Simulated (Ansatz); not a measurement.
Competing hops of interstitial B in silicon, charge state +1

Defect migration in silicon: interstitial B, charge state +1. Method: PBE, PAW (plane waves to 420 eV; Ansatz, a first-principles code).

Cell of 216 host sites held at the relaxed PBE lattice; the Γ point alone; Fermi-Dirac width 0.01 eV, spin-restricted; finite-size errors left in. Static, classical nuclei. The charge state is imposed; whether it is stable for some Fermi level was not computed. Sites that were not tried may lie lower.

Barriers: single points on a 2×2×2 k-point mesh shifted by half a step at the bands' geometries.

| Route | Start site over the lowest site run (eV) | Hop (Å) | Forward barrier (eV) | Backward barrier (eV) | Neighbours at the start | Neighbours at the saddle | Saddle order | Forward, on the band's own sampling (eV) |
|---|---|---|---|---|---|---|---|---|
| several atoms move together, Si the farthest | 0.00 | 1.69 | 0.77 | 0.24 | B at 2.04; 3 Si at 2.52, 3 Si at 2.54 Å | B at 1.92; 2 Si at 2.37 Å | not checked, on a symmetry element | 0.80 |

Paths come from climbing-image nudged elastic band runs.  A band can be held on a symmetry element, so unchecked saddle points there may be too high. A further band (several atoms move together, B the farthest, 1.94 Å) gave 0.96 eV forward on its own sampling, 0.96 eV above the lowest site run, but a shoulder points to a second hump between its images, so it is not taken as a result.
